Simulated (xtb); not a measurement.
xtb 6.7.1, GFN2-xTB: Mg(SH)(amdMe)(NH3)2 (CC1[N](C)[Mg](<-[NH3])(<-[NH3])([SH])<-[N]=1C), 26 atoms. The geometry is a generated start, not checked to be a minimum at this level.

```json
{
 "method": "GFN2-xTB",
 "--acc": "1 (default)",
 "--etemp (K)": "300 (default)",
 "detailed input (--input)": "none: ANC optimiser, Lindh (1995) Hessian, microcycle=20, maxdispl=1.0, hlow=0.01 (default)",
 "basis_functions": "68",
 "valence_electrons": "60"
}
```

```xyz
26

Mg     0.2096     0.9792    -0.4212
S     -1.0119     3.0334    -0.6028
H     -0.4730     3.3371    -1.7776
C     -1.2229    -2.1960     1.2977
C     -0.6343    -0.9870     0.6129
N      0.0694    -0.0922     1.2675
C      0.3040    -0.2257     2.6791
N     -0.7795    -0.7435    -0.6686
C     -1.5826    -1.5898    -1.5092
H     -1.4730    -2.9734     0.5821
H     -2.1289    -1.9047     1.8274
H     -0.5177    -2.5984     2.0211
H      0.7692     0.6917     3.0403
H     -0.6257    -0.3747     3.2419
H      0.9802    -1.0630     2.9056
H     -1.6531    -1.1246    -2.4906
H     -1.1398    -2.5873    -1.6409
H     -2.5993    -1.7113    -1.1236
N      1.9868     2.2277     0.2513
H      2.1771     1.9558     1.2090
H      1.3601     3.0322     0.2890
H      2.8591     2.5193    -0.1769
N      1.2197     0.6864    -2.4564
H      1.4040    -0.3089    -2.4545
H      2.0431     1.1674    -2.7965
H      0.4594     0.8506    -3.1062
```

The structure is relaxed from this start with --opt LEVEL for the levels crude, sloppy, loose, lax, normal, tight, vtight, extreme, once each. Up to the end of the extreme run atoms move by at most 1.6 Å along an axis.

Question: Choose the cheapest level whose final energy lies within 5 meV of that of extreme.

Answer: normal: 83 cycles against 104, ending 0.90 meV above.

| level | cycles | energy above the extreme run (meV) | gradient norm (eV/Å) |
|---|---|---|---|
| crude | 1 | 110 | 0.19 |
| sloppy | 1 | 110 | 0.19 |
| loose | 1 | 110 | 0.19 |
| lax | 4 | 110 | 0.11 |
| normal | 83 | 0.90 | 0.036 |
| tight | 92 | 0.091 | 0.034 |
| vtight | 103 | under 0.01 | 0.0023 |
| extreme | 104 | — | 0.0020 |
